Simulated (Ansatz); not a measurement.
```
Ga3AsP2
1.0
    3.89608     0.00000     0.00000
   -1.94804     3.37410     0.00000
    0.00000     0.00000     9.55046
As P Ga
1 2 3
Direct
  0.00000   0.00000   0.75056
  0.33333   0.66667   0.41342
  0.66667   0.33333   0.08629
  0.00000   0.00000   0.00656
  0.33333   0.66667   0.65978
  0.66667   0.33333   0.33338
```

No spin polarisation.

Calculations: Kohn–Sham DFT with the PBEsol functional, run in Ansatz (an electronic-structure program) with PAW and 420 eV plane waves, no spin-orbit coupling. k-mesh 10×10×4 (Γ-centred); smearing 0.05 eV (Fermi–Dirac).

### Question
Predict the gap character, valence-band top at Γ and band gap.

### Answer
The gap character (in this cell's own zone, which can be folded) is direct at Γ, the valence-band top at Γ (three highest levels, from the VBM) is 0.00, 0.00, -0.14 eV and the band gap is 1.18 eV.

Each cell is one ordered arrangement of few atoms, which overstates ordering effects compared with a random alloy. Stability against distortions was not tested. The cell was made from GaP by this change: x(As) = 0.333, 6 atoms, P3m1.
